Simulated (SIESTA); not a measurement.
Several settings converged on Nb (Im-3m, 1 atom in the cell)

```
CELL_PARAMETERS angstrom
     -1.65825     1.65825     1.65825
      1.65825    -1.65825     1.65825
      1.65825     1.65825    -1.65825
ATOMIC_POSITIONS crystal
  Nb 0.00000 0.00000 0.00000
```

Base method: SIESTA with GGA PBE, numerical atomic orbitals DZP, PseudoDojo PBE standard norm-conserving potentials (rewritten from UPF to PSML).

Base settings: XC.functional = GGA; XC.authors = PBE; potentials = PseudoDojo PBE standard; PAO.BasisSize = DZP; PAO.EnergyShift = 0.01 Ry; MeshCutoff = 350 Ry; kgrid.MonkhorstPack = 8 8 8; OccupationFunction = FD; ElectronicTemperature = 100 meV; MaxSCFIterations = 150.

Core times come from one kind of shared machine, to one figure; runs under 30 s give none.

**The k-point mesh at a smearing width of 0.3 eV**

In this ladder: ElectronicTemperature = 300 meV.

Only quantities that move along the ladder and can be compared are tabulated.

```csv
kgrid.MonkhorstPack,free energy less the last step's (meV/atom),pressure (GPa),core time / last (rough)
5 5 5,26.71,-0.27,–
6 6 6,8.20,-1.33,–
7 7 7,-6.17,-0.76,–
9 9 9,2.23,-0.87,–
10 10 10,3.72,-0.65,–
15 15 15,0.09,-0.81,0.2
18 18 18,0.01,-0.81,0.3
22 22 22,-0.01,-0.82,0.5
27 27 27,0.00,-0.82,1
```

Coarsest kgrid.MonkhorstPack that holds the free energy within 5 meV/atom of the last step, with all finer ones: 9 9 9; the step before is off by 6.2 meV/atom.

Coarsest kgrid.MonkhorstPack that holds the pressure within 0.2 GPa of the last step, with all finer ones: 7 7 7; the step before is off by 0.51 GPa.

**The width of Gaussian smearing**

In this ladder: kgrid.MonkhorstPack = 13 13 13; OccupationFunction = MP; OccupationMPOrder = 0.

Narrow widths need finer meshes than wide ones, so the last steps can hold mesh noise.

Only quantities that move along the ladder and can be compared are tabulated; pressure and forces are left out, as mesh noise rules them at narrow widths.

```csv
ElectronicTemperature,free energy less the last step's (meV/atom)
1000 meV,-300.18
500 meV,-82.25
300 meV,-28.90
200 meV,-11.41
100 meV,-1.91
50 meV,0.00
```

Widest ElectronicTemperature that holds the free energy within 5 meV/atom of the last step, with all finer ones: 100 meV; the step before is off by 11 meV/atom.

**The SCF threshold**

In this ladder: SCF.DM.Tolerance = default; SCF.DM.Converge = false; SCF.H.Converge = false; SCF.FreeE.Converge = true.

The mesh stays at the base's, so the ladder's end is converged at best in this setting alone.

Only quantities that move along the ladder and can be compared are tabulated.

```csv
SCF.FreeE.Tolerance,pressure (GPa)
1.0E-01 eV,-2.23
1.0E-02 eV,-2.23
1.0E-03 eV,-2.23
1.0E-04 eV,-2.14
1.0E-05 eV,-2.14
1.0E-06 eV,-2.14
1.0E-07 eV,-2.14
1.0E-08 eV,-2.14
1.0E-10 eV,-2.14
```

Coarsest SCF.FreeE.Tolerance that holds the pressure within 0.05 GPa of the last step, with all finer ones: 1.0E-04 eV; the step before is off by 0.09 GPa.

On the base run: the starting cell has typed, rounded lattice constants, without a prior relaxation at this level. Its lattice was rescaled by up to half a per cent. Spin polarisation is off. Values carry the incompleteness of an atom-centred basis.

Left out of this page: 2 runs of the series outside the window shown, repeating another row's setting, or not comparable; 1 run of the series failed or unconverged.
